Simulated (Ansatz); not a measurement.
# Be, pressure series

Take Be in the hcp (Mg type) structure (space group P6_3/mmc, No. 194) as the base.

Be is modelled in the hexagonal space group P6₃/mmc (No. 194), the hcp (Mg type) structure, Pearson symbol hP2. Conventional cell: a = b = 2.264 Å, c = 3.564 Å, α = β = 90.00°, γ = 120.00°. Be on 2d sees 12 Be at 2.210–2.264 Å (anticuboctahedral). (Neighbours: up to the widest gap in distance over summed covalent radii, below 1.35, at either atom.)

Cell and atoms are relaxed at each pressure.

The values are results of r2SCAN (Ansatz, a first-principles code; PAW; 500 eV plane waves; scalar-relativistic without spin-orbit coupling), not measurements.

| P (GPa) | V (Å³/atom) |
|---|---|
| -2.00 | 8.039 |
| -1.00 | 7.972 |
| 0.90 | 7.851 |
| 2.10 | 7.779 |
| 4.50 | 7.642 |
| 9.00 | 7.410 |
| 15.00 | 7.141 |
| 22.50 | 6.854 |
| 30.00 | 6.608 |

A third-order Birch–Murnaghan fit to these points gives V₀ = 7.91 Å³/atom, B₀ = 124 GPa and B₀′ = 3.4. At pressure 30 GPa the volume is 83.6 % of V₀.

Load acts through the strain it causes; cell and atoms are relaxed under it. No phonon test of stability was made. No other phases were tried under pressure.
